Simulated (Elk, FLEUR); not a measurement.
An Elk input for a self-consistent single point of BaO (Fm-3m, 2 atoms in the cell) (DFT, PBE, all-electron FP-LAPW, Elk's shipped species files, default APW+lo basis):

```
tasks
  0

xctype
  20

rgkmax
  7.0

stype
  3

swidth
  0.000367493

avec
    0.0000000000    5.2345413652    5.2345413652
    5.2345413652    0.0000000000    5.2345413652
    5.2345413652    5.2345413652    0.0000000000

sppath
  './'

atoms
  2   : nspecies
  'Ba.in'   : spfname
  1   : natoms; atposl, bfcmt below
  0.0000000000  0.0000000000  0.0000000000    0.0 0.0 0.0
  'O.in'   : spfname
  1   : natoms; atposl, bfcmt below
  0.5000000000  0.5000000000  0.5000000000    0.0 0.0 0.0

ngridk
  8 8 8
```

### Question
Give the FLEUR input for the same structure, mesh, smearing and functional.

### Answer
This is the input that was run; spellings and numerical settings could be chosen otherwise.

Input of the input generator:

```
BaO
&input film=f /
-0.0000000000 2.7700000000 2.7700000000
2.7700000000 -0.0000000000 2.7700000000
2.7700000000 2.7700000000 -0.0000000000
1.8897261246
1.0 1.0 1.0

2
56 0.0000000000 0.0000000000 0.0000000000
8 0.5000000000 0.5000000000 0.5000000000

&comp jspins=1 /
&kpt div1=8 div2=8 div3=8 gamma=t /
&end /
```

```xml
<?xml version="1.0" encoding="UTF-8" standalone="no"?>
<fleurInput fleurInputVersion="0.39">
   <comment>
      BaO                                                                                                 
   </comment>
   <calculationSetup>
      <cutoffs Kmax="4.6" Gmax="18.4" GmaxXC="18.4" numbands="0"/>
      <scfLoop itmax="60" minDistance="0.00001" maxIterBroyd="15" imix="Anderson" alpha="0.05" precondParam="0.0" spinf="2.0"/>
      <coreElectrons ctail="T" frcor="F" kcrel="0" coretail_lmax="0"/>
      <xcFunctional name="pbe" relativisticCorrections="F"/>
      <magnetism jspins="1"/>
      <soc l_soc="F" theta="0.0" phi="0.0" spav="F"/>
      <expertModes spex="0" secvar="F"/>
      <geometryOptimization l_f="T" forcealpha="1.0" forcemix="BFGS" epsdisp="0.00001" epsforce="0.00001"/>
      <ldaU l_linMix="F" mixParam="0.05" spinf="1.0"/>
   </calculationSetup>
   <cell>
      <bzIntegration valenceElectrons="16.0" mode="hist" fermiSmearingEnergy="0.00036749">
         <kPointListSelection listName="default-1"/>
         <!-- k-points included here -->
         <xi:include xmlns:xi="http://www.w3.org/2001/XInclude" href="kpts.xml"> </xi:include>
      </bzIntegration>
      <!-- symmetry operations included here -->
      <xi:include xmlns:xi="http://www.w3.org/2001/XInclude" href="sym.xml"> </xi:include>
      <bulkLattice scale="1.0">
         <bravaisMatrix>
            <row-1>    0.0000000000000000     5.2345413651419994     5.2345413651419994</row-1>
            <row-2>    5.2345413651419994     0.0000000000000000     5.2345413651419994</row-2>
            <row-3>    5.2345413651419994     5.2345413651419994     0.0000000000000000</row-3>
         </bravaisMatrix>
      </bulkLattice>
   </cell>
   <atomSpecies>
      <species name="Barium (Ba)" element="Ba" atomicNumber="56">
         <mtSphere radius="2.63" gridPoints="925" logIncrement="0.014"/>
         <atomicCutoffs lmax="10" lnonsphr="8"/>
         <electronConfig flipSpins="F">
            <coreConfig>(1s1/2) (2s1/2) (2p1/2) (2p3/2) (3s1/2) (3p1/2) (3p3/2) (4s1/2) (3d3/2) (3d5/2) (4p1/2) (4p3/2) (4d3/2) (4d5/2)</coreConfig>
            <valenceConfig>(5s1/2) (5p1/2) (5p3/2) (6s1/2)</valenceConfig>
         </electronConfig>
         <energyParameters s="6" p="6" d="5" f="4"/>
         <lo type="SCLO" l="0" n="5" eDeriv="0"/>
         <lo type="SCLO" l="1" n="5" eDeriv="0"/>
      </species>
      <species name="Oxygen (O)" element="O" atomicNumber="8">
         <mtSphere radius="1.72" gridPoints="609" logIncrement="0.018"/>
         <atomicCutoffs lmax="8" lnonsphr="6"/>
         <electronConfig flipSpins="F">
            <coreConfig>(1s1/2)</coreConfig>
            <valenceConfig>(2s1/2) (2p1/2) (2p3/2)</valenceConfig>
            <stateOccupation state="(2p1/2)" spinUp="0.6666666666667" spinDown="0.6666666666667"/>
            <stateOccupation state="(2p3/2)" spinUp="1.3333333333333" spinDown="1.3333333333333"/>
         </electronConfig>
         <energyParameters s="2" p="2" d="3" f="4"/>
      </species>
   </atomSpecies>
   <atomGroups>
      <atomGroup species="Barium (Ba)">
         <relPos label="                   1">.0000000000 .0000000000 .0000000000</relPos>
         <force calculate="T" relaxXYZ="TTT"/>
      </atomGroup>
      <atomGroup species="Oxygen (O)">
         <relPos label="                   2">1.000/2.000 1.000/2.000 1.000/2.000</relPos>
         <force calculate="T" relaxXYZ="TTT"/>
      </atomGroup>
   </atomGroups>
   <output dos="F" band="F" slice="F">
      <checks vchk="F" cdinf="F"/>
      <bandDOS minEnergy="-.5*Htr" maxEnergy="0.5*Htr" sigma="0.015" storeEVData="T"/>
      <vacuumDOS vacdos="F" integ="F" star="F" nstars="0" locx1="0.0" locy1="0.0" locx2="0.0" locy2="0.0" nstm="0" tworkf="0.0"/>
      <unfoldingBand unfoldBand="F" supercellX="1" supercellY="1" supercellZ="1"/>
      <plotting iplot="0" polar="F">
         <plot TwoD="T" vec1="  1.0  0.0  0.0" vec2="  0.0  1.0  0.0" vec3="  0.0  0.0  1.0" zero="  0.0  0.0  0.0" file="plot"/>
      </plotting>
      <chargeDensitySlicing numkpt="0" minEigenval="0.0" maxEigenval="0.0" nnne="0" pallst="F"/>
      <specialOutput eonly="F"/>
      <magneticCircularDichroism mcd="F" energyLo="-10.0" energyUp="0.0"/>
   </output>
  <!-- We include the file relax.xml here to enable relaxations (see documentation) -->
  <xi:include xmlns:xi="http://www.w3.org/2001/XInclude" href="relax.xml"> <xi:fallback/> </xi:include>
</fleurInput>
```

Basis settings and potentials, where a program has them, do not carry over. This input uses DFT, PBE, all-electron FLAPW (FLEUR), scalar-relativistic valence. Both were run: gap on the mesh 2.075 eV in Elk and 2.049 in FLEUR.

On Elk: the starting cell has typed, rounded lattice constants, without a prior relaxation at this level. Values depend on the basis (sphere radii, cutoffs, local orbitals), which need not be converged.

On FLEUR: the starting cell has typed, rounded lattice constants, without a prior relaxation at this level. Values depend on the basis (sphere radii, cutoffs, local orbitals), which need not be converged.
